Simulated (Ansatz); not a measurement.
Take Pd in the fcc (Cu type) structure (space group Fm-3m, No. 225; relaxed with 0.1 eV smearing) as the base.

Space group Fm-3m (No. 225); a = 3.878 Å, b = 3.878 Å, c = 3.878 Å, α = 90.00°, β = 90.00°, γ = 90.00°

| atom | site | symmetry | x | y | z |
|---|---|---|---|---|---|
| Pd | 4a | m-3m | 0.0000 | 0.0000 | 0.0000 |
(The calculation used a cell of 1 atom; values per cell refer to that cell.)

Level of theory: DFT with PBEsol, PAW potentials and a 420 eV plane-wave cutoff in Ansatz (a quantum-chemistry and plane-wave program), spin-orbit coupling left out.

Strains are applied to the cell and any free atomic positions relax.

One change was made to it. Results:

```csv
quantity,base,after
pressure,0.0 GPa,-5.6 GPa
energy relative to the base (free energy F),0 meV/atom,+7.9 meV/atom
```

Task: Which of these changes matches the shifts?
A) isotropic strain +0.50 %
B) isotropic strain +1.00 %
C) isotropic strain +2.00 %
D) isotropic strain +3.00 %

Result: B, isotropic strain +1.00 %. For comparison, the energy relative to the base in the other runs: isotropic strain +0.50 % gives +2.0 meV/atom; isotropic strain +2.00 % gives +30 meV/atom; isotropic strain +3.00 % gives +65 meV/atom.

Whether these cells are dynamically stable was not tested. The final runs are not spin-polarised. Pd lies near a magnetic instability that expansion can trigger; it was not tested.
